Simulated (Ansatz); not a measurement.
The reference is ZrO2 in the fluorite structure (space group Fm-3m, No. 225; a = 5.116 Å).

Calculations: PBE/PAW in Ansatz (an electronic-structure program), without spin-orbit coupling, earlier PAW set.

Carriers are added at fixed cell with a uniform background; the Fermi–Dirac width is that of 300 K.

One change was made to it. Results:

| quantity | base | after |
|---|---|---|
| gap between the host's bands | 3.32 eV | 3.51 eV |
| Fermi level relative to the doped band's edge (positive inside the band; to 0.05 eV) | – | +0.30 eV |
| gap character | indirect, X → Γ | indirect, X → Γ |

What was done to the base?
A) holes 5.0×10^21 cm⁻³
B) electrons 2.0×10^22 cm⁻³
C) electrons 3.0×10^21 cm⁻³

A, holes 5.0×10^21 cm⁻³. For comparison, the gap between the host's bands in the other runs: electrons 2.0×10^22 cm⁻³ gives 3.66 eV; electrons 3.0×10^21 cm⁻³ gives 3.39 eV.

Charged cell with a jellium background: band edges are those of the host's band count, energies are not comparable with the neutral cell, and many-body gap narrowing is missing. No phonon test of stability was made. This is not the structure that ZrO2 has at room temperature and ambient pressure.
